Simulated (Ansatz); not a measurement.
Defect: Si-vacancy pair (Si on one host Rh site, one Rh site vacant) in fcc Rh, neutral cell. The step: Si and the vacancy change places (Si-vacancy distance between ideal sites 2.71 Å throughout); the atom moves 2.70 Å along (0.00, 0.50, 0.50) of the unit cell; the moving atom starts with neighbours 5 Rh at 2.67, 6 Rh at 2.71 Å and ends with 5 Rh at 2.67, 6 Rh at 2.71 Å. DFT values are from Ansatz (plane-wave PAW, 420 eV unless said) in a cell of 32 host sites, spin-restricted, static, with no finite-size correction. Forms of the defect that were not tried may lie lower. For the PBE band: the program found a first-order saddle point.

| Level | Forward barrier (eV) | Cost of the band or of the saddle's single point |
|---|---|---|
| CHGNet universal potential (has no charge state), its own band | 0.69 | - |
| PBE, a 2×2×2 k-point mesh shifted by half a step, band relaxed | 0.43 | around 60 core-minutes (rough) |
| PBE, a 4×4×4 k-point mesh shifted by half a step, same geometries | 0.41 | very roughly 7 core-minutes |
| r2SCAN at 500 eV, a 2×2×2 k-point mesh shifted by half a step, same geometries | 0.38 | very roughly 2.9 core-minutes |

Ansatz is a program for electronic structure.
